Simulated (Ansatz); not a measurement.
**ZrB2, point defects**

Start from a 12-atom supercell of ZrB2 (space group P6/mmm, No. 191) at its relaxed geometry.

```
CELL_PARAMETERS angstrom
      6.33540     0.00000     0.00000
     -3.16770     5.48662     0.00000
      3.16770     5.48662     3.55026
ATOMIC_POSITIONS crystal
  Zr 0.00000 0.00000 0.00000
  Zr 0.00000 0.50000 0.00000
  Zr 0.50000 0.00000 0.00000
  Zr 0.50000 0.50000 0.00000
  B  0.66667 0.83333 0.50000
  B  0.66667 0.33333 0.50000
  B  0.16667 0.83333 0.50000
  B  0.16667 0.33333 0.50000
  B  0.83333 0.66667 0.50000
  B  0.83333 0.16667 0.50000
  B  0.33333 0.66667 0.50000
  B  0.33333 0.16667 0.50000
```

One neutral defect a cell, atoms relaxed at fixed cell.

All numbers come from r2SCAN in Ansatz (plane waves to 500 eV, PAW, no spin-orbit coupling).

```tsv
variant	largest displacement of a host atom from its site in the perfect cell	pressure
perfect supercell	–	0.0 GPa
Hf on a Zr site, symmetric start	0.01 Å	-2.3 GPa
In on a B site	0.22 Å	37.9 GPa
B vacancy	0.07 Å	1.4 GPa
Li interstitial (started 1.78 Å from the nearest host atom)	0.24 Å	19.7 GPa
```

The cell is small, so the values are those of an ordered compound at a high defect concentration; dilute-limit values will differ. Defects with a symmetric start kept the site's symmetry and may sit on a saddle; the others started slightly shaken. The final runs are not spin-polarised.

Ansatz is an electronic-structure program.
